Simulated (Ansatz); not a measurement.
Output of an Ansatz run (abridged):

```
WARN ansatz: RAYON_NUM_THREADS=1 ignored (pool sized by the plan → 1); use --threads N
Pseudopotentials: kind: paw
Pseudopotential: Lu, paw, valence charge 25
Pseudopotential: Cd, paw, valence charge 20
Crystal: 2 atoms, lattice volume = 47.547 Å³
Basis set: ecut = 420.4159175005146 eV, 925 PW (Γ), exchange–correlation on 50×50×50 points (8 copies of the dense FFT grid, shifted against one another)
Bands: 27, of which v1, the nominal top of the filled ones, is band 23 counted from 1 (22 counted from 0)
Symmetry: 8 space group operations
Space group: P4mm (ITA 99), of the structure as read, at distance tolerance 3.6e-5 Å
k-points: 75 of 729 (time reversal used)
PAW frozen core: Lu, regenerated for the run's functional, and the local potential with it
PAW frozen core: Cd, regenerated for the run's functional, and the local potential with it
Initial density: superposition of atomic densities (neutral atoms: chi_scale 0, normalization atom), corrected by the library's trained network
Initial wavefunctions: pseudopotential atomic-orbital guess
Eigensolver: davidson
Functional: x = pbesol(κ = 0.804, μ = 0.12345679012345678), c = pbesol(β = 0.046)
SCF iter   1: F=—  HF=-22796.175698 eV  |F-HF|=—  |Δ(HF+E_count)|=         —  Δρ=4.46e-3  dr2=7.92e-3  ethr=1.77e-3  ⟨swp⟩=5.1  Hψ=10080  notcnv=0
all-band conjugate gradients solve this SCF's bands
preconditioner: auto → Kerker (q_TF=auto, 2.703 Å⁻¹)
SCF iter   2: F=—  HF=-22796.172086 eV  |F-HF|=—  |Δ(HF+E_count)|=   3.61e-3  Δρ=1.43e-3  dr2=8.27e-4  ethr=1.76e-5  ⟨swp⟩=2.4  Hψ=4568  notcnv=0
SCF iter   3: F=—  HF=-22796.171984 eV  |F-HF|=—  |Δ(HF+E_count)|=   1.02e-4  Δρ=5.81e-4  dr2=6.75e-5  ethr=1.84e-6  ⟨swp⟩=2.2  Hψ=3772  notcnv=0
SCF iter   4: F=—  HF=-22796.171946 eV  |F-HF|=—  |Δ(HF+E_count)|=   3.80e-5  Δρ=3.71e-4  dr2=2.67e-5  ethr=1.50e-7  ⟨swp⟩=3.0  Hψ=4882  notcnv=0
SCF iter   5: F=—  HF=-22796.171955 eV  |F-HF|=—  |Δ(HF+E_count)|=   9.62e-6  Δρ=1.38e-4  dr2=6.02e-6  ethr=5.93e-8  ⟨swp⟩=2.4  Hψ=3795  notcnv=0
SCF iter   6: F=—  HF=-22796.171955 eV  |F-HF|=—  |Δ(HF+E_count)|=   5.02e-7  Δρ=3.49e-5  dr2=3.65e-7  ethr=1.34e-8  ⟨swp⟩=2.1  Hψ=3571  notcnv=0
SCF iter   7: F=-22796.171955 eV  HF=-22796.171955 eV  |F-HF|=1.63e-8  |Δ(HF+E_count)|=   6.44e-8  Δρ=6.06e-6  dr2=2.16e-8  ethr=2.22e-10  ⟨swp⟩=8.6  Hψ=12702  notcnv=0
SCF 1 converged in 7 iterations: F = -22796.171955 eV  dr2 = 2.16e-8
SCF converged after 7 iterations
Free energy (F): -22796.171955 eV
Harris-Foulkes:  -22796.171955 eV  (|F-HF|=1.63e-8)
Internal energy: -22796.123081 eV  (E = F + TS)
E sigma→0 (E₀):  -22796.147518 eV
Entropy (-TS):   -0.048874 eV (-24.437 meV/atom)
Fermi energy:    15.116920 eV
--- Per-component energies (eV) ---
  E_band       = -358.626180
  E_kinetic    = 923.181219
  E_local      = -9377.269262  (includes V_loc(G=0)·N_el)
  E_nonlocal   = 615.834678
  E_hartree    = 4072.376747
  E_xc         = -392.908062
  E_vxc        = -479.833426  (∫ρ·V_xc dr)
  E_paw        = -11266.183917  (= ΣΔE_a)
  E_vpaw       = -185.304242  (= ΣTr[D̂ρ^β])
  E_aug_tail   = 0.000034  (compensation charges beyond the density's cutoff)
  E_ewald      = -7372.688644
  E_core_change = 1.534127  (= ΣΔE_core)
  E_smearing   = -0.048874  (= −TS)
  E_closure    = -0.000000  (closes the sum)
  Σ components = -22796.171955   (vs F -22796.171955, Δ=0.00e0)
--- Forces (eV/Å), atoms counted from 1 ---
  atom   1  Lu     0.00000000     0.00000000    -0.16317419
  atom   2  Cd    -0.00000000     0.00000000     0.16319304
  max |Σ_I F_I| component: 1.88e-5 eV/Å
--- Stress (GPa, compression-positive) ---
       -0.797862       0.000000      -0.000000
        0.000000      -0.797862       0.000000
       -0.000000       0.000000      -0.836297
  P = ⅓ Tr σ = -0.8107 GPa (-8.107 kbar)
  The stress holds the Pulay correction. Without it, at fixed plane waves, as pw.x and ABINIT print it: P = -0.8575 GPa
--- Band table (eV; the first three rows and the last of 75) ---
  k-point 0: bands = ["-87.4995", "-48.5634", "-48.5634", "-48.5630", "-41.4932", "-12.0955", "-12.0955", "-12.0953", "6.2362", "6.2376", "6.5932", "6.5947", "6.5947", "7.3751", "9.7499", "9.7499", "9.7499", "9.7564", "9.7564", "9.7565", "9.7711", [...]
  k-point 1: bands = ["-87.4995", "-48.5634", "-48.5634", "-48.5633", "-41.4926", "-12.1161", "-12.0940", "-12.0940", "6.2455", "6.2784", "6.5839", "6.5839", "6.5961", "7.5608", "9.7505", "9.7519", "9.7520", "9.7520", "9.7596", "9.7596", "9.7727", [...]
  k-point 2: bands = ["-87.4995", "-48.5640", "-48.5633", "-48.5633", "-41.4911", "-12.1686", "-12.0901", "-12.0901", "6.2693", "6.3792", "6.5567", "6.5567", "6.6033", "8.1095", "9.7413", "9.7521", "9.7571", "9.7571", "9.7682", "9.7682", "9.7770", [...]
  k-point 74: bands = ["-87.4993", "-48.5653", "-48.5653", "-48.5649", "-41.4786", "-12.2261", "-12.2260", "-12.2257", "6.3488", "6.3668", "6.3674", "6.8483", "6.8487", "9.7133", "9.7478", "9.7483", "9.7483", "9.7745", "9.7745", "9.7758", "12.8893", [...]
```

The structure:

```xyz
2
Lattice="3.6228 0.0000 0.0000 0.0000 3.6228 0.0000 0.0000 0.0000 3.6228" Properties=species:S:1:pos:R:3 pbc="T T T"
Lu     1.8114     1.8114     1.8614
Cd     0.0000     0.0000     0.0000
```

### Question
Reconstruct the input of this run.

### Answer
Other spellings and defaults could give the same log, and not every line can be read from it. The input that was run (DFT, PBEsol, plane waves, default PAW files made with PBE):

Ansatz 0.2 input:
```yaml
# LuCd
crystal:
  lattice:
    - [3.622785, 0.000000, 0.000000]
    - [0.000000, 3.622785, 0.000000]
    - [0.000000, 0.000000, 3.622785]
  atoms:
    - { symbol: Lu, position_ang: [1.811392, 1.811392, 1.861394] }
    - { symbol: Cd, position_ang: [0.000000, 0.000000, 0.000000] }
basis:
  ecutwfc: 30.9 Ry
kpoints:
  mp_grid:
    grid: [9, 9, 9]
hamiltonian:
  xc: pbesol
  pseudopotentials:
    kind: paw
scf:
  occupations:
    method: fermi_dirac
    width: 0.0073 Ry
output:
  forces: true
  eigenvalues: true
  stress: true
```

The starting cell comes from a database of computed structures (which also holds hypothetical and non-ambient phases and stackings), without a prior relaxation at this level. Its lattice was rescaled by up to half a per cent. One atom was moved a little off its site on purpose. Spin-orbit coupling is off. Ansatz's pressure includes its estimate of the finite-basis (Pulay) stress.

Ansatz is a program for electronic structure.
